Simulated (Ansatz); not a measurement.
The cell is built on a prototype and need not be the phase stable at ambient conditions.

By PBEsol, the system below comes out a metal.

A figure of merit of an interconnect metal is its ballistic conductance per area.

Data:

```
CELL_PARAMETERS angstrom
      4.70774     0.00000     0.00000
     -2.35387     4.07702     0.00000
      0.00000     0.00000     2.79805
ATOMIC_POSITIONS crystal
  Hf 0.00000 0.00000 0.00000
  Ge 0.33333 0.66667 0.50000
  Ge 0.66667 0.33333 0.50000
```

Space group of this cell: P6/mmm. The cell was relaxed by PBE-D3(BJ); by PBEsol its mean pressure is -0.9 GPa.

The current flows along the normal of the first two printed cell vectors. No spin-orbit coupling; the value is a mean over 0.1 eV about the Fermi level.

Problem. Give the ballistic conductance per area that PBEsol in Ansatz (a first-principles code) yields.

Solution. 0.96 × 10¹⁵ S/m² for both spins.
